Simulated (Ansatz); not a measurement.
**A computed series for LaOF: response to strain**

Take LaOF (space group P4/nmm, No. 129; a = 4.0401 Å, c = 5.7779 Å; a cell from a computed database, its experimental status unchecked) as the base. Axes: x, y, z lie along a, b, c of the conventional cell.

Strains are applied to the cell and any free atomic positions relax; under biaxial strain the out-of-plane vector relaxes too; under stress the whole cell relaxes.

Method: Ansatz (a quantum-chemistry and plane-wave program) PBEsol, spin-orbit coupling left out.

Notes on the quantities. pressure: mean of the normal stresses, compression positive; energy relative to the base: free energy F.

| change | pressure | energy relative to the base | shortest interatomic distance |
|---|---|---|---|
| base | 0.00 GPa | 0 meV/atom | 2.375 Å |
| biaxial strain +0.87 %, plane normal [001], relaxed out of plane | -1.33 GPa | – | 2.384 Å |
| isotropic strain +0.64 % | -2.12 GPa | +2.0 meV/atom | 2.386 Å |
| isotropic strain +2.27 % | -6.68 GPa | +24 meV/atom | 2.416 Å |
| uniaxial stress, 8 GPa compression along x | – | +22 meV/atom | 2.336 Å |

Stability under load was not tested beyond the relaxation.
